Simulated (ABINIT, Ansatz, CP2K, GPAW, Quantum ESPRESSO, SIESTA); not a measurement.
# Code comparison for ScF₃ (C2, 4 atoms in the cell)

Self-consistent single point, at a second geometry (lattice scaled by 0.98). First geometry:

```
ScF3
1.0
    2.28284    -3.06973     0.00000
    2.28284     3.06973     0.00000
   -1.68920     0.00000     3.65522
Sc F
1 3
Direct
  0.01114   0.98886   0.00000
  0.45904   0.90322   0.85177
  0.09678   0.54096   0.14823
  0.93304   0.06696   0.50000
```

Shared settings, as Ansatz (a quantum-chemistry and plane-wave program) writes them: kpoints.mp_grid.grid = 8 8 7; scf.occupations.method = fixed. Potentials and cutoffs stand in the table.

```
code                                                                                                                                 model  ΔF from the first geometry (meV/atom)  pressure (GPa)  largest force (eV/Å)  gap on the mesh (eV)       cutoff
----------------  ------------------------------------------------------------------------------------------------------------------------  -------------------------------------  --------------  --------------------  --------------------  -----------
Ansatz                                                                                                 LDA (PW92), PAW files made with PBE                                   16.9            7.56                 0.319                 5.420      default
CP2K                                                  LDA (Pade form), GPW, DZVP-MOLOPT-SR-GTH basis, GTH-PADE potentials (GTH_POTENTIALS)                                   18.1            8.52                 0.367                 5.380  grid 600 Ry
GPAW                                                                         LDA (Perdew-Wang 92), GPAW PAW datasets LDA (gpaw-data 1.0.1)                                   15.0               –                 0.286                 5.405       900 eV
SIESTA            LDA PW92, numerical atomic orbitals DZP, PseudoDojo LDA standard norm-conserving potentials (rewritten from UPF to PSML)                                    3.1            5.63                 0.431                 5.147  grid 350 Ry
Quantum ESPRESSO                                                                       LDA (PZ), GBRV 1.5 ultrasoft (LDA) pseudopotentials                                   17.5            8.27                 0.323                 5.409        50 Ry
ABINIT                                                                                                  LDA (PW92), PAW (JTH v2.0 LDA PAW)                                   18.9            7.66                 0.342                 5.411       816 eV
```

For Ansatz (by 0.6 GPa) and ABINIT (by 0.9 GPa) the energy change implies a higher mean pressure, against the two pressures, than for the other programs: a sign of finite-basis (Pulay) stress.

Size of the force on each atom (eV/Å): Sizes of forces hide their directions.

| code | Sc1 | F2 | F3 | F4 |
|---|---|---|---|---|
| Ansatz | 0.238 | 0.319 | 0.319 | 0.173 |
| CP2K | 0.267 | 0.367 | 0.367 | 0.190 |
| GPAW | 0.170 | 0.286 | 0.286 | 0.161 |
| SIESTA | 0.239 | 0.431 | 0.431 | 0.203 |
| Quantum ESPRESSO | 0.261 | 0.323 | 0.323 | 0.176 |
| ABINIT | 0.286 | 0.342 | 0.342 | 0.180 |

A dash marks a value that a program does not give, or that is left out as unsure.

Gaps are read on the mesh.

The spread over the programs that give each value: ΔF from the first geometry within 15.8 meV/atom; pressure within 2.89 GPa; largest force within 0.145 eV/Å; gap on the mesh within 0.273 eV.

CP2K and SIESTA use small atom-centred bases, whose incompleteness enters pressures, forces and empty levels differently from a plane-wave cutoff. Ansatz's pressure is given at a fixed set of plane waves, as the other plane-wave codes print theirs; with its correction for the finite basis it is 8.17 GPa (the shift of 0.61 GPa shows how far the cutoff is from converged). The pressure of GPAW is left out: its cutoff lies under the one at which its stress was checked. The same LDA comes in different parametrisations, which differ slightly. In the pressure, SIESTA (by 2.02) lies more than 1 GPa from the median of the plane-wave programs. In the gap, SIESTA (by 0.263) lies more than 0.12 eV from the median of the plane-wave programs. In the force vectors, SIESTA (by 0.116) lies more than 0.08 eV/Å from the median of the plane-wave programs.

The starting cell comes from a database of computed structures (which also holds hypothetical and non-ambient phases and stackings), without a prior relaxation at this level. Its lattice was rescaled by a random factor within 2.5 % of one. For this run, on top of that: lattice scaled by 0.98.

Left out of this page: FLEUR (unsound by tests on forces, stress, charge or solver warnings).

Keys are those of Ansatz 0.2.
